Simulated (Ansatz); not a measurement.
A periodic model of amorphous Ti20O42Si:

```xyz
63
Lattice="9.2205 0.1332 -0.1835 0.1332 9.0314 -0.1013 -0.1835 -0.1013 9.4706" Properties=species:S:1:pos:R:3 pbc="T T T"
Ti     5.4888     6.5591     5.8015
Ti     8.8305     4.1211     2.7649
Ti     2.3671     2.2665     6.7123
Ti     8.0370     5.5472     0.1184
Ti     2.3959     6.8034     7.7873
Ti     5.5942     0.7799     6.3031
Ti     2.2526     6.1169     1.7343
Ti     8.6447     7.7102     2.6894
Ti     0.1008     0.2781     6.1343
Ti     0.2082     2.8094     8.6665
Ti     4.7832     6.6075     9.1724
Ti     2.2173     5.3537     5.1980
Ti     0.3158     8.2841     0.0319
Ti     4.6892     0.8236     9.1083
Ti     1.9837     0.2556     3.4921
Ti     7.7702     1.7845     1.2680
Ti     8.5236     5.1184     6.0280
Ti     5.5750     8.7095     2.6071
Ti     6.9259     2.4327     4.4195
Ti     5.3697     5.0834     2.6034
O      1.9189     3.1112     8.3808
O      7.4023     6.4222     5.6854
O      8.0176     7.1366     8.9389
O      4.3957     3.5830     2.4799
O      3.7967     8.7834     3.2254
O      6.8454     7.4014     3.0230
O      0.3480     4.6539     4.5207
O      2.0738     4.2167     1.5432
O      9.1974     1.3751    -0.1188
O      3.9463     1.4556     7.3360
O      5.6585     6.2618     7.6253
O      6.3346     1.2296     2.8361
O      8.4651     4.5514     7.9682
O      3.3884     6.4975     6.1091
O      5.0406     5.5238     4.3123
O      4.0905     6.2770     1.6550
O      3.3998     5.5478     8.6188
O      1.8245     0.8157     5.4122
O      5.3139     2.2300     5.1199
O      0.3282     2.0001     6.9572
O      5.4212     8.4865     0.7923
O      6.2893     2.0652     0.3580
O      8.6298     2.3051     3.0479
O      6.3274     5.5368     0.7169
O      7.4919     0.9374     5.5517
O      0.2735     8.3068     4.3340
O      2.7388     3.6163     5.6193
O      2.1517     1.9322     2.7938
O      6.1046     0.3050     7.9417
O      1.0776     5.7830     6.6321
O      8.9971     5.9981     1.8181
O      8.6076     3.6437     0.8058
O      0.6898     8.3693     7.5392
O      7.0366     4.2369     3.0587
O      3.6010     1.8922     0.6362
O      1.5277     6.8106    -0.0079
O      2.2030     6.1756     3.5411
O      5.3383     8.2990     5.2949
O      8.2295     8.9154     1.3405
O      1.3467     8.1555     1.9684
O      7.5538     3.6510     5.6125
O      3.6408     8.0547     8.4228
Si     3.0609     2.8971     1.8055
```

These are PBE, scalar-relativistic without spin-orbit coupling (plane waves to 420 eV, PAW; Ansatz, an electronic-structure program) values and carry that method's errors.

A CHGNet melt-quench gave the starting glass, which DFT then relaxed. O atoms were pushed apart under 1.9 Å during the dynamics, to hinder bonds among them. The hot cell started wider than the set density and was brought back towards it in steps. It is the lowest in DFT energy of 2 quenches. It is a model cell: composition and starting density were chosen by hand, and all elements were melted together. No dispersion term was used. Its density started from a set value of 3.53 and ended at 3.49 g/cm³. The quench (nominally 300 K/ps over its main leg) was far faster than any real one, so the model tends to hold more defects than a real film. One small periodic cell is one sample of the glass; other quenches scatter about these values. Volume and shape were free in the relaxation.

Neighbours within Ti-Ti 3.12 Å, Ti-O 2.52 Å, Ti-Si 2.78 Å, O-O 1.58 Å, O-Si 2.12 Å, Si-Si 2.60 Å count as bonded. Two cations that share two anions don't count as bonded, nor two that share one unless they lie closer than Ti-Ti 3.04 Å, Ti-Si 2.71 Å, Si-Si 2.38 Å.

Problem. Give the coordination numbers, mean bond lengths and angles.

Solution. 
| Item | Value |
|---|---|
| Mean coordination of Ti by anions | 5.30 (1 with 4, 12 with 5, 7 with 6) |
| Mean coordination of O | 2.62 (19 with 2, 20 with 3, 3 with 4) |
| Mean coordination of Si by anions | 4.00 (1 with 4) |
| Mean Ti-O bond | 1.960 Å (spread 0.145 Å, 106 counted) |
| Mean O-Si bond | 1.650 Å (spread 0.013 Å, 4 counted) |
| Bond angle at Ti | mean 105.0°, spread 26.6° |
| Bond angle at O | mean 119.1°, spread 19.8° |
| Bond angle at Si | mean 109.6°, spread 8.2° |

Problem. List the pairs of like atoms that count as bonded by the rules above.

Solution. There are none by these rules.
